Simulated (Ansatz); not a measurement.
Effect of tensor shear ε_xy = +0.29 % on Mo

Base system: Mo in the bcc (W type) structure (space group Im-3m, No. 229; a = 3.151 Å; relaxed with 0.1 eV smearing). Axes: x, y, z lie along the cube axes.

Modification: a pure shear with ε_xy = ε_yx = 0.0029, atoms relaxed at fixed cell.

Computed with plane-wave PAW DFT at the r2SCAN level (Ansatz, a first-principles code, 500 eV), scalar-relativistic without spin-orbit coupling. Settings: 29×29×29 k-points, 0.1 eV Fermi–Dirac smearing.

- Space group: Fmmm (No. 69) (base Im-3m (No. 229))
- Shortest interatomic distance: 2.724 Å (base 2.729 Å)
- Energy relative to the base (free energy F): +0.2 meV/atom
- Pressure (mean of the normal stresses, compression positive): 0.0 GPa (base 0.0 GPa)
- Band gap: zero (base zero)
- Stress (xx, yy, zz, yz, xz, xy; compression positive): (0.0, 0.0, 0.0, 0.0, 0.0, -0.6) GPa

The cells carry an imposed strain or load. Whether these cells are dynamically stable was not tested. All final runs are without spin polarisation.
